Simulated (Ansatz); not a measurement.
A calculation on L1₂ (Cu3Au-type) Pt3Ti returned lattice constant a 3.948 Å, elastic constant C11 345 GPa, elastic constant C44 137 GPa, Voigt–Reuss–Hill shear modulus 112 GPa, formation enthalpy -0.855 eV/atom.

For reference: lattice constant a 3.916 Å (measured, temperature not stated, not corrected to a static lattice; as tabulated in Molecular Dynamics Simulations of PtTi High-Temperature Shape Memory Alloys …).

Problem. Which level of theory produced these numbers?
A. PBE-D3(BJ) (Ansatz, a program for electronic structure)
B. LDA (Ansatz)
C. PBE (Ansatz)
D. PBEsol (Ansatz)

Solution. C, PBE (Ansatz)

The others give: LDA 3.873 Å, 411 GPa, 163 GPa, 132 GPa, -0.897 eV/atom; PBE-D3(BJ) 3.904 Å, 382 GPa, 158 GPa, 127 GPa, -0.880 eV/atom; PBEsol 3.900 Å, 389 GPa, 156 GPa, 126 GPa, -0.881 eV/atom.

Unless a cell is named, each level is at its own relaxed cell (LDA 14.53, PBE 15.38, PBE-D3(BJ) 14.88, PBEsol 14.82 Å³/atom).

Caveats: the dispersion coefficients are held fixed in the derivatives (PBE-D3(BJ)). Ansatz's density-functional and Hartree–Fock values are scalar-relativistic unless marked +SOC, with PAW data made under PBE.
